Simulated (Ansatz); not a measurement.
The slab is Si(111) 1x1 surface, 6 top atoms, 3 bilayers, bottom bilayer H-capped and fixed, every top atom capped by Br; cell 11.5 x 6.6 Å; about 7 Å thick over the host's atoms, 18 atoms held. Method: PBE-D3(BJ) (plane waves to 420 eV, PAW; Ansatz, a quantum-chemistry and plane-wave program). Sampling: 1x2x1 k points. Some slab states were started with spin and the others were run without it. No spin-orbit coupling. Slab thickness, cell and mesh are as stated and are not converged limits. No zero-point or entropy terms are included. Each state was relaxed from one prepared geometry.

One GeH3 a cell is brought to Si(111):Br. Relaxed result near the molecule:

```
atom    x (Å)  y (Å)   z (Å)
------  -----  -----  ------
Ge(a0)  5.657  5.439  15.005
H(a1)   4.342  4.799  14.511
H(a2)   6.875  4.599  14.562
H(a3)   5.782  6.899  14.511
```

Task: What is the adsorption energy against the free GeH3 and the slab before, and how much of it is dispersion?

Result: -0.22 eV (negative: bound); the D3 term gives -0.21 eV of it, the free GeH3 being spin-polarised. Its closest contacts to the rest of the cell: H(a2)...Br(31) 3.28 Å, H(a3)...Br(46) 3.35 Å, H(a1)...Br(30) 3.38 Å.

This adsorbed start lies 0.41 eV over the lowest one found with the same atoms.
